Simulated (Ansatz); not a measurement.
The reference is Al in the fcc (Cu type) structure (space group Fm-3m, No. 225; a = 3.994 Å; relaxed with 0.1 eV smearing). Axes: x, y, z lie along the cube axes.

Level of theory: Kohn–Sham DFT with the r2SCAN functional, run in Ansatz (a program for electronic structure) with PAW and 500 eV plane waves, no spin-orbit coupling.

For the base:

* **Volume per atom**: 15.92 Å³

Now apply this change: compressive biaxial strain of 3.00 % in the plane normal to [001], as in epitaxy on a mismatched substrate; the out-of-plane cell vector and the atoms relax.

### Question
How does this affect the energy relative to the base, in-plane stress and volume per atom?

### Answer
The energy rises by 14 meV/atom; the mean in-plane stress (compression positive) comes out as +5.4 GPa; the volume per atom drops by 0.509 Å³, from 15.92 Å³ to 15.42 Å³.

Whether these cells are dynamically stable was not tested.
